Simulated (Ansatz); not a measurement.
Consider ZrC in the rock salt structure (space group Fm-3m, No. 225; a = 4.669 Å; relaxed with 0.1 eV smearing).

Computed with PBEsol (Ansatz, a quantum-chemistry and plane-wave program; PAW; 420 eV plane waves; no SOC).

Before the change:

* **Pressure**: 0.0 GPa

Perturbation: every lattice vector is stretched by 0.50 %; the atoms relax in the strained cell.

Problem. Predict the new pressure and energy relative to the base.

Solution. The pressure goes from zero to -3.4 GPa; the energy grows by 2.1 meV/atom.

Stability against distortions was not tested. All final runs are without spin polarisation.
